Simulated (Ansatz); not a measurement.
Input and output of a self-consistent single point for LuTl₃ (P4mm, 4 atoms in the cell) (Ansatz, an electronic-structure program).

Method of the run: PBEsol, default PAW files made with PBE (plane waves; Ansatz).

The change in words: lattice scaled by 0.98; basis.ecutrho_ratio: default → 4. Reference geometry:
```xyz
4
Lattice="4.7020 0.0000 0.0000 0.0000 4.7020 0.0000 0.0000 0.0000 4.7020" Properties=species:S:1:pos:R:3 pbc="T T T"
Lu     0.0000     0.0000     0.0500
Tl     0.0000     2.3510     2.3510
Tl     2.3510     0.0000     2.3510
Tl     2.3510     2.3510     0.0000
```

Reference input (self-consistent single point, DFT, PBEsol, plane waves, default PAW files made with PBE): basis.ecutwfc = 30.9 Ry; kpoints.mp_grid.grid = 5 5 5; hamiltonian.xc = pbesol; hamiltonian.pseudopotentials = {kind: paw} (the program's default PAW files); scf.occupations.method = fermi_dirac; scf.occupations.width = 0.0073 Ry. This run's input differs from it in these lines:

Ansatz 0.2 input:
```diff
@@ -3,5 +3,5 @@
   lattice:
-    - [4.702044, 0.000000, 0.000000]
-    - [0.000000, 4.702044, 0.000000]
-    - [0.000000, 0.000000, 4.702044]
+    - [4.608003, 0.000000, 0.000000]
+    - [0.000000, 4.608003, 0.000000]
+    - [0.000000, 0.000000, 4.608003]
   atoms:
@@ -13,2 +13,3 @@
   ecutwfc: 30.9 Ry
+  ecutrho_ratio: 4
 kpoints:
```

The program printed (abridged):

```
SCF iter   1: F=—  HF=-48499.371198 eV  |F-HF|=—  |Δ(HF+E_count)|=         —  Δρ=3.33e-3  dr2=2.86e-2  ethr=1.77e-3  ⟨swp⟩=6.9  Hψ=3031  notcnv=0
all-band conjugate gradients solve this SCF's bands
preconditioner: auto → Kerker (q_TF=auto, 2.542 Å⁻¹)
SCF iter   2: F=—  HF=-48499.362323 eV  |F-HF|=—  |Δ(HF+E_count)|=   8.87e-3  Δρ=2.06e-3  dr2=1.25e-2  ethr=4.46e-5  ⟨swp⟩=2.0  Hψ=1377  notcnv=0
   [... lines left out ...]
SCF iter   5: F=—  HF=-48499.359154 eV  |F-HF|=—  |Δ(HF+E_count)|=   7.09e-5  Δρ=1.73e-4  dr2=4.33e-5  ethr=4.52e-7  ⟨swp⟩=2.1  Hψ=1203  notcnv=0
SCF iter   6: F=—  HF=-48499.359148 eV  |F-HF|=—  |Δ(HF+E_count)|=   6.12e-6  Δρ=5.69e-5  dr2=3.78e-6  ethr=6.76e-8  ⟨swp⟩=2.0  Hψ=1278  notcnv=0
SCF iter   7: F=—  HF=-48499.359147 eV  |F-HF|=—  |Δ(HF+E_count)|=   1.30e-6  Δρ=1.27e-5  dr2=2.06e-7  ethr=5.91e-9  ⟨swp⟩=2.2  Hψ=1316  notcnv=0
SCF iter   8: F=-48499.359147 eV  HF=-48499.359147 eV  |F-HF|=4.98e-8  |Δ(HF+E_count)|=   1.12e-7  Δρ=3.35e-6  dr2=1.71e-8  ethr=1.56e-10  ⟨swp⟩=8.8  Hψ=4398  notcnv=0
SCF 1 converged in 8 iterations: F = -48499.359147 eV  dr2 = 1.71e-8
Free energy (F): -48499.359147 eV
Internal energy: -48499.283620 eV  (E = F + TS)
E sigma→0 (E₀):  -48499.321383 eV
Entropy (-TS):   -0.075527 eV (-18.882 meV/atom)
Fermi energy:    13.613256 eV
--- Forces (eV/Å), atoms counted from 1 ---
  atom   1  Lu     0.00000000     0.00000000    -0.20113936
  atom   2  Tl     0.00000000     0.00000000     0.11280277
  atom   3  Tl     0.00000000     0.00000000     0.11280277
  atom   4  Tl     0.00000000     0.00000000    -0.02446752
--- Stress (GPa, compression-positive) ---
        1.665431       0.000000      -0.000000
        0.000000       1.665431       0.000000
       -0.000000       0.000000       1.666077
  P = ⅓ Tr σ = 1.6656 GPa (16.656 kbar)
  The stress holds the Pulay correction. Without it, at fixed plane waves, as pw.x and ABINIT print it: P = 1.6087 GPa
```

The run converged in 8 iterations. Against the reference run the free energy goes down by 1.6 meV/atom, the pressure goes from -1.79 to 1.67 GPa and the largest force goes from 0.158 to 0.201 eV/Å.

The starting cell comes from a database of computed structures (which also holds hypothetical and non-ambient phases and stackings), without a prior relaxation at this level. Its lattice was rescaled by up to half a per cent. One atom was moved a little off its site on purpose. For this run, on top of that: lattice scaled by 0.98. Ansatz's pressure includes its estimate of the finite-basis (Pulay) stress.
